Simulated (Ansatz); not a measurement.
A computed series for ZnS: pressure series

Consider ZnS (space group R3m, No. 160).

```
ZnS
1.0
    1.89188     1.09228     9.29991
   -1.89188     1.09228     9.29991
    0.00000    -2.18456     9.29991
Zn S
3 3
Direct
  0.00001   0.00001   0.00001
  0.77770   0.77770   0.77770
  0.55543   0.55543   0.55543
  0.91674   0.91674   0.91674
  0.47217   0.47217   0.47217
  0.69460   0.69460   0.69460
```

Cell and atoms are relaxed at each pressure.

Levels (all Ansatz, an electronic-structure program, PAW): PBEsol (420 eV, scalar-relativistic without spin-orbit coupling); HSE06 (420 eV, spin-orbit coupling left out).

Band gaps by level, all at the geometries relaxed with PBEsol:

| case | PBEsol | HSE06 |
|---|---|---|
| base | 2.13 eV | 3.51 eV |
| pressure 0.3 GPa | 2.15 eV | 3.53 eV |
| pressure 0.7 GPa | 2.17 eV | 3.55 eV |
| pressure 1.5 GPa | 2.21 eV | 3.60 eV |
| pressure 3 GPa | 2.29 eV | 3.68 eV |
| pressure 5 GPa | 2.38 eV | 3.78 eV |

Single points use the geometry relaxed with PBEsol. Load acts through the strain it causes; cell and atoms are relaxed under it. Whether these cells are dynamically stable was not tested. Competing high-pressure phases were not computed. This is not the structure that ZnS has at room temperature and ambient pressure.
